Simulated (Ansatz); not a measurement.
Consider CsLiWO4 (space group I-4, No. 82; a = 5.900 Å, c = 8.161 Å; a cell from a computed database, its experimental status unchecked). Axes: x, y, z lie along a, b, c of the conventional cell.

All numbers come from PBEsol (Ansatz, an electronic-structure program, PAW, scalar-relativistic without spin-orbit coupling).

The change: the cell is scaled by 0.9783 in all directions; the atoms relax in the strained cell.

Task: Predict the stress tensor and what it implies for the stiffness.

Result: Stress of the strained cell less that of the base (GPa, compression positive):
```
   2.07    0.00    0.00
   0.00    2.07    0.00
   0.00    0.00    1.50
```

Then B = −ΔP/(ΔV/V₀) with ΔV/V₀ = -0.0637 gives secant stiffness values (nonlinear terms included at this strain): B (at held cell shape, above the free-shape value) ≈ 30 GPa.

As a check, the harmonic strain energy −½ V₀ Δσ:ε is 7.8 meV/atom; the computed energy rise is 7.0 meV/atom.

Whether these cells are dynamically stable was not tested.
